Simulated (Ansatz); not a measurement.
The reference is TaN in the rock salt structure (space group Fm-3m, No. 225; a = 4.375 Å).

The change: full substitution Ta → Y; the structure is relaxed again.

Levels (all Ansatz, a program for electronic structure, PAW, earlier PAW set): PBEsol (420 eV, spin-orbit coupling left out); PBEsol+SOC (420 eV, noncollinear with spin-orbit coupling).

The geometry is relaxed with PBEsol.

| Quantity | Result |
|---|---|
| PBEsol smallest direct gap | 0.45 eV |
| PBEsol lowest conduction level above the VBM at special points | X 0.07 eV; U 2.42 eV; K 2.42 eV; Γ 3.13 eV |
| PBEsol valence-band top at Γ | 0.00, 0.00, 0.00 eV |

Predict the smallest direct gap, lowest conduction level above the VBM at special points, valence-band top at Γ and hole mass from PBEsol+SOC.

The smallest direct gap decreases by 0.05 eV to 0.40 eV; the lowest conduction level above the VBM at special points goes from X 0.07 eV; U 2.42 eV; K 2.42 eV; Γ 3.13 eV to X 0.06 eV; U 2.40 eV; K 2.40 eV; Γ 3.09 eV; the valence-band top at Γ (three highest Kramers pairs, from the VBM) becomes 0.00, 0.00, -0.06 eV (PBEsol: 0.00, 0.00, 0.00 eV); the hole mass (degenerate bands, along [100]) amounts to 0.22, 1.0 mₑ (at Γ). The threefold valence maximum splits by Δso ≈ 0.06 eV.

Single points use the geometry relaxed with PBEsol. Differences between runs with and without spin-orbit coupling are approximate. Effective masses come from finite differences of ±0.01 Å⁻¹. Stability against distortions was not tested. The runs without spin-orbit coupling are not spin-polarised. This is not the structure that TaN has at room temperature and ambient pressure. The zero or small gap of YN can change with the level of theory.
